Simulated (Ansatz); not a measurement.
The reference is WS$_{2}$ in the 2H-MoS2 type structure (space group P6_3/mmc, No. 194; layered, stacked along the Cartesian z axis).

```
CELL_PARAMETERS angstrom
      3.11481     0.00000     0.00000
     -1.55740     2.69750     0.00000
      0.00000     0.00000    11.77307
ATOMIC_POSITIONS crystal
  W  0.33333 0.66667 0.25000
  W  0.66667 0.33333 0.75000
  S  0.33333 0.66667 0.61646
  S  0.66667 0.33333 0.11646
  S  0.66667 0.33333 0.38354
  S  0.33333 0.66667 0.88354
```

Cartesian axes are those of the cell as printed.

Calculations: PBEsol-D3(BJ) in Ansatz (plane waves to 420 eV, PAW, without spin-orbit coupling).

The change: the cell is stretched by 4.71 % along y with no lateral relaxation, atoms relaxed at fixed cell.

Task: Predict the stress tensor and what it implies for the stiffness.

Result: Stress of the strained cell less that of the base (GPa, compression positive):
```
  -2.34    0.00    0.00
   0.00  -11.17    0.00
   0.00    0.00   -0.67
```

Then −Δσ_ii/ε with ε = 0.0471 gives secant stiffness values (nonlinear terms included at this strain): C22 ≈ 237 GPa, C12 ≈ 50 GPa and C23 ≈ 14 GPa.

As a check, the harmonic strain energy −½ V₀ Δσ:ε is 27 meV/atom; the computed energy rise is 29 meV/atom.

No phonon test of stability was made.

Ansatz is a first-principles code.
